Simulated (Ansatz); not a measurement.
Consider InAs in the zinc blende structure (space group F-43m, No. 216; a = 6.109 Å).

Structures relaxed with Ansatz (a quantum-chemistry and plane-wave program) r2SCAN, no spin-orbit coupling.

Base:

Simulated powder pattern, Cu Kα1, λ = 1.54056 Å (kinematic, ideal powder, no thermal factors, no anomalous dispersion; the 14 strongest lines at most, above 2 %, up to 2θ = 90°):

| 2θ (°) | I/Imax (%) | hkl |
|---|---|---|
| 25.23 | 100 | (111) |
| 29.21 | 4.1 | (200) |
| 41.78 | 74 | (220) |
| 49.44 | 47 | (311) |
| 60.57 | 12 | (400) |
| 66.68 | 19 | (331) |
| 76.29 | 24 | (422) |
| 81.86 | 14 | (333) |

The change: cell and atoms relaxed at a pressure of 15 GPa.

After the change:

Simulated powder pattern, Cu Kα1, λ = 1.54056 Å (kinematic, ideal powder, no thermal factors, no anomalous dispersion; the 14 strongest lines at most, above 2 %, up to 2θ = 90°):

```tsv
2θ (°)	I/Imax (%)	hkl
26.76	100	(111)
31.00	4.1	(200)
44.41	72	(220)
52.61	45	(311)
64.62	11	(400)
71.24	18	(331)
81.78	23	(422)
87.94	14	(333)
```

The indices refer to the base's conventional cell; one index is shown for lines that coincide.

Load acts through the strain it causes; cell and atoms are relaxed under it. Whether these cells are dynamically stable was not tested. Measured, InAs leaves this structure (for rock salt) near 7 GPa (temperature not stated; as listed in Datta, Sujoy, Jana, Debnarayan, arXiv (2020)).
